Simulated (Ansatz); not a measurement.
An Ansatz (a quantum-chemistry and plane-wave program) input (PBE-D3(BJ) (Ansatz, PAW, no spin-orbit coupling)):

Ansatz 0.2 input:
```yaml
crystal:
  lattice:
    - [3.8888961612, 0, 0]
    - [0, 3.8888961612, 0]
    - [0, 0, 4.7264926986]
  atoms:
    - { symbol: Sn, position: [0.5, 0, 0.243439237] }
    - { symbol: Sn, position: [0, 0.5, 0.756560763] }
    - { symbol: O, position: [0, 0, 0] }
    - { symbol: O, position: [0.5, 0.5, 0] }
basis: { ecutwfc: 420, ecutrho_ratio: 4, xc_grid: 2, fft_grid_basis: typed }
kpoints: { mp_grid: { grid: [12, 12, 10] } }
hamiltonian:
  xc: pbe
  dispersion: d3bj
  pseudopotentials: { kind: paw }
scf: { occupations: { method: fermi_dirac, width: 0.05 } }
relax: { f_tol: 0.005, max_steps: 50, cell: { stress_tol: 0.01, fix: [a, b, gamma] } }
output: { forces: true, stress: true }
checkpoint: { write: state.ck, write_every: 1000 }
```

Which symmetry and how many k-points will the program report, and about how many plane waves at Γ?

Space group P4/nmm (ITA 129) with 16 operations, k-points 168 of 1440, and 1407 plane waves at Γ.

And the final pressure?

-1.42 GPa (compression positive).

The cells carry an imposed strain or load. Stability against distortions was not tested. The cell was made from SnO in the litharge type structure (space group P4/nmm, No. 129; layered, stacked along the Cartesian z axis) by this change: biaxial strain +1.35 %, plane normal [001], relaxed out of plane.
